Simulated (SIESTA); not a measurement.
Input and output of a self-consistent single point for TcSe2 (Pnma, 12 atoms in the cell) (SIESTA).

Method: SIESTA 5.4.2 with GGA PBE, numerical atomic orbitals DZP, PseudoDojo PBE standard norm-conserving potentials (rewritten from UPF to PSML).

```yaml
crystal:
  lattice:
    - [7.09476, 0.00000, 0.00000]
    - [0.00000, 4.22144, 0.00000]
    - [0.00000, 0.00000, 8.42128]
  atoms:
    - { symbol: Tc, position: [0.73770, 0.25000, 0.59590] }
    - { symbol: Tc, position: [0.23770, 0.25000, 0.90410] }
    - { symbol: Tc, position: [0.26230, 0.75000, 0.40410] }
    - { symbol: Tc, position: [0.76230, 0.75000, 0.09590] }
    - { symbol: Se, position: [0.62500, 0.25000, 0.92170] }
    - { symbol: Se, position: [0.12500, 0.25000, 0.57830] }
    - { symbol: Se, position: [0.37500, 0.75000, 0.07830] }
    - { symbol: Se, position: [0.87500, 0.75000, 0.42170] }
    - { symbol: Se, position: [0.52020, 0.25000, 0.33700] }
    - { symbol: Se, position: [0.02020, 0.25000, 0.16300] }
    - { symbol: Se, position: [0.47980, 0.75000, 0.66300] }
    - { symbol: Se, position: [0.97980, 0.75000, 0.83700] }
```

Reference input (self-consistent single point, DFT, GGA PBE, numerical atomic orbitals DZP, PseudoDojo PBE standard norm-conserving potentials (rewritten from UPF to PSML)): XC.functional = GGA; XC.authors = PBE; potentials = PseudoDojo PBE standard; PAO.BasisSize = DZP; PAO.EnergyShift = 0.01 Ry; MeshCutoff = 400 Ry; kgrid.MonkhorstPack = 4 6 3; OccupationFunction = FD; ElectronicTemperature = 0.1 eV; MaxSCFIterations = 150; SCF.Mixer.Method = Broyden; SCF.Mixer.Weight = 0.25. This run's input differs from it in these lines:

```diff
@@ -43,3 +43,3 @@
 OccupationFunction           FD
-ElectronicTemperature        0.1 eV
+ElectronicTemperature        0.2 eV
```

Output, abridged:

```
        iscf     Eharris(eV)        E_KS(eV)     FreeEng(eV)     dDmax    Ef(eV) dHmax(eV)
   scf:    1   -35619.972905   -35606.061127   -35607.764961  1.681773 -3.491297  4.115567
   scf:    2   -35604.219587   -35606.826965   -35608.482436  0.138823 -3.922026  2.517591
   scf:    3   -35607.295153   -35607.770155   -35609.500283  0.057528 -3.807370  1.571455
   scf:    4   -35608.200728   -35608.057670   -35609.808580  0.048756 -4.013749  0.312531
   scf:    5   -35608.054100   -35608.057668   -35609.818524  0.011053 -4.045108  0.028373
   scf:    6   -35608.057463   -35608.057632   -35609.818844  0.002888 -4.040745  0.014993
   scf:    7   -35608.056271   -35608.056972   -35609.818884  0.000878 -4.038382  0.004670
   scf:    8   -35608.056804   -35608.056892   -35609.818888  0.000310 -4.037679  0.008867
   scf:    9   -35608.056868   -35608.056887   -35609.818887  0.000243 -4.037611  0.008220
   scf:   10   -35608.056880   -35608.056887   -35609.818891  0.000153 -4.037461  0.004108
   scf:   11   -35608.056879   -35608.056888   -35609.818885  0.000219 -4.037443  0.010624
   scf:   12   -35608.056912   -35608.056906   -35609.818890  0.000237 -4.037437  0.004334
   scf:   13   -35608.056915   -35608.056911   -35609.818891  0.000078 -4.037400  0.000838
SCF Convergence by DM+H criterion
max |DM_out - DM_in|         :     0.0000779706
max |H_out - H_in|      (eV) :     0.0008378189
SCF cycle converged after 13 iterations

Using DM_out to compute the final energy and forces

siesta: E_KS(eV) =           -35608.0569

siesta: E_KS - E_eggbox =    -35608.0569

siesta: Atomic forces (eV/Ang):
     1   -0.187012   -0.000000   -0.336400
     2   -0.186986    0.000000    0.336427
     3    0.187022    0.000000    0.336532
     4    0.187034    0.000000   -0.336562
     5    0.690242    0.000000   -0.095883
     6    0.690372    0.000000    0.095908
     7   -0.690486    0.000000    0.095674
     8   -0.690345    0.000000   -0.095723
     9   -0.260647   -0.000000    1.118247
    10   -0.260536   -0.000000   -1.118279
    11    0.260592    0.000000   -1.118194
   [... lines left out ...]
siesta: FreeEng =    -35609.818891
siesta: Cell volume =        252.218334 Ang**3
siesta:        -109.98970699       -118.00690267  kBar
   [... lines left out ...]
     1     0.031509   14.968491  Tc
     2     0.031573   14.968427  Tc
     3     0.031491   14.968509  Tc
     4     0.031460   14.968540  Tc
     5    -0.056477   16.056477  Se
     6    -0.056477   16.056477  Se
     7    -0.056478   16.056478  Se
     8    -0.056479   16.056479  Se
     9     0.024967   15.975033  Se
    10     0.024968   15.975032  Se
    11     0.024972   15.975028  Se
    12     0.024971   15.975029  Se
 Total    -0.000000
```

The run converged in 13 iterations. Against the reference run the free energy drops by 57.5 meV/atom, the pressure goes from -11.60 to -11.00 GPa and the largest force goes from 1.201 to 1.148 eV/Å.

The starting cell was generated: these elements placed on a structure prototype, without a prior relaxation; it need not be a known phase or ordering of this composition. Its lattice was rescaled by a random factor within 2.5 % of one. Spin polarisation is off. Values carry the incompleteness of an atom-centred basis. With a pressure of about -11 GPa the cell is away from its equilibrium volume at this level. Forces in this geometry exceed 1 eV/Å.

Cost on one core of a shared machine: roughly 80 s.
